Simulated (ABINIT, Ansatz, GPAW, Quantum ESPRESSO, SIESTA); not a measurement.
**Y (P6_3/mmc, 2 atoms in the cell) computed with different codes at matched settings**

Self-consistent single point.

```yaml
crystal:
  lattice:
    - [3.65240, 0.00000, 0.00000]
    - [-1.82620, 3.16308, 0.00000]
    - [0.00000, 0.00000, 5.89503]
  atoms:
    - { symbol: Y, position: [0.33333, 0.66667, 0.25000], spin: 1.0 }
    - { symbol: Y, position: [0.66667, 0.33333, 0.75000], spin: 1.0 }
```
(The spins are starting values, not results.)

All programs got the same cell, k-point mesh and kind of occupations, and the same starting moments (in Ansatz's words: kpoints.mp_grid.grid = 11 11 6; magnetization.spin_polarized = true; scf.occupations.method = fermi_dirac; scf.occupations.width = 0.1 eV); potentials, basis and cutoffs are each program's usual ones.

| code | model | pressure (GPa) | k-points | cutoff |
|---|---|---|---|---|
| Ansatz | PBE, default PAW files | -1.26 | 64 | default |
| SIESTA | GGA PBE, numerical atomic orbitals DZP, PseudoDojo PBE standard norm-conserving potentials (rewritten from UPF to PSML) | -1.44 | 369 | grid 350 Ry |
| GPAW | PBE, GPAW PAW datasets PBE (gpaw-data 1.0.1) | -1.30 | 64 | 600 eV |
| ABINIT | PBE, norm-conserving pseudopotentials (PseudoDojo nc-sr-05 PBE standard) | -1.26 | 64 | 36 Ha |
| Quantum ESPRESSO | PBE, PSlibrary ultrasoft (PBE) pseudopotentials | -1.31 | 64 | 45 Ry |

The spread over the programs that give each value: pressure within 0.18 GPa.

The starting cell comes from a database of computed structures (which also holds hypothetical and non-ambient phases and stackings), without a prior relaxation at this level. Its lattice was rescaled by a random factor within 2.5 % of one. On Ansatz's run: The starting moments vanished: the run ended non-magnetic. The program warned that a starting moment was not kept.

Why do the programs differ, and what cannot be compared?

Differences of this kind can come from the potentials, where these differ, and from what each basis and cutoff leave unconverged. The zero of total energies and Fermi levels follows the potentials and each program's conventions, so they are not compared here. SIESTA uses small atom-centred bases, whose incompleteness enters pressures, forces and empty levels differently from a plane-wave cutoff. Ansatz's pressure is given at a fixed set of plane waves, as the other plane-wave codes print theirs. The programs reduce the same mesh by symmetry to different extents, which changes the work and not the result.

Left out of this page: Elk and FLEUR (not drawn, or without a comparable value).

Ansatz is a quantum-chemistry and plane-wave program.

Keys are those of Ansatz 0.2.
